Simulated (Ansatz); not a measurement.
System: In-vacancy pair (In on one host Zr site, one O site vacant) in cubic BaZrO3 (charge state +1). Computed with PBE, PAW (plane waves to 420 eV; Ansatz, a quantum-chemistry and plane-wave program).

Cell of 60 host sites held at the relaxed PBE lattice; the Γ point alone; Fermi-Dirac width 0.01 eV, spin-restricted; finite-size errors left in. No zero-point or tunnelling terms. Spin-orbit coupling is left out. The host phase is not the lowest at 0 K, so the defect can set off distortions of the whole cell. The charge state is imposed; whether it is stable for some Fermi level was not computed. Forms of the defect that were not tried may lie lower. The start lies 0.057 eV above the lowest site run (PBE).

Barriers: single points on a 2×2×2 k-point mesh shifted by half a step at the bands' geometries (they differ from the bands' own by up to 0.22 eV, and are uncertain by about as much).

The step: a nearby O atom hops onto the vacant site (In-vacancy distance between ideal sites 2.11 → 4.73 Å). Atoms about the jump, Cartesian Å from the middle of the jump, before and after:

```json
[
 {"atom": "O1", "x0": "-0.02", "y0": "-0.82", "z0": "-0.80", "x1": "0.02", "y1": "0.82", "z1": "0.80"},
 {"atom": "Zr2", "x0": "0.04", "y0": "1.14", "z0": "-1.33", "x1": "0.02", "y1": "1.28", "z1": "-1.20"},
 {"atom": "Ba3", "x0": "-2.12", "y0": "-1.02", "z0": "0.90", "x1": "-2.15", "y1": "-0.92", "z1": "0.96"},
 {"atom": "Ba4", "x0": "2.18", "y0": "-1.00", "z0": "0.87", "x1": "2.19", "y1": "-0.92", "z1": "0.97"},
 {"atom": "O5", "x0": "2.04", "y0": "1.23", "z0": "-0.85", "x1": "2.09", "y1": "0.86", "z1": "-1.16"},
 {"atom": "O6", "x0": "-2.07", "y0": "1.24", "z0": "-0.88", "x1": "-2.04", "y1": "0.86", "z1": "-1.16"},
 {"atom": "O7", "x0": "-0.06", "y0": "-3.05", "z0": "0.99", "x1": "0.03", "y1": "-2.75", "z1": "0.90"},
 {"atom": "In8", "x0": "0.03", "y0": "1.13", "z0": "3.17", "x1": "0.03", "y1": "1.12", "z1": "3.01"},
 {"atom": "O9", "x0": "0.02", "y0": "-1.00", "z0": "3.08", "x1": "0.03", "y1": "-1.04", "z1": "3.29"},
 {"atom": "O10", "x0": "0.04", "y0": "1.11", "z0": "-3.25", "x1": "0.02", "y1": "0.87", "z1": "-3.19"},
 {"atom": "Zr11", "x0": "0.04", "y0": "-3.14", "z0": "-1.18", "x1": "0.02", "y1": "-3.21", "z1": "-1.18"},
 {"atom": "O12", "x0": "-0.03", "y0": "3.26", "z0": "-0.88", "x1": "0.02", "y1": "3.26", "z1": "-1.13"}
]
```

Question: Predict the transition state.

Answer: 
```json
[
 {"atom": "O1", "x": "0.02", "y": "0.05", "z": "0.23"},
 {"atom": "Zr2", "x": "0.02", "y": "1.26", "z": "-1.29"},
 {"atom": "Ba3", "x": "-2.17", "y": "-0.98", "z": "0.98"},
 {"atom": "Ba4", "x": "2.21", "y": "-0.98", "z": "0.98"},
 {"atom": "O5", "x": "2.13", "y": "1.46", "z": "-1.11"},
 {"atom": "O6", "x": "-2.10", "y": "1.47", "z": "-1.11"},
 {"atom": "O7", "x": "0.01", "y": "-2.93", "z": "0.94"},
 {"atom": "In8", "x": "0.02", "y": "1.08", "z": "3.12"},
 {"atom": "O9", "x": "0.02", "y": "-1.07", "z": "3.28"},
 {"atom": "O10", "x": "0.02", "y": "0.70", "z": "-3.18"},
 {"atom": "Zr11", "x": "0.02", "y": "-3.17", "z": "-1.18"},
 {"atom": "O12", "x": "0.02", "y": "3.33", "z": "-1.11"}
]
```
It lies 0.51 eV above the start and 0.21 eV above the end. The saddle point's order was not checked, and it lies on a symmetry element of the cell, where a band can be held.
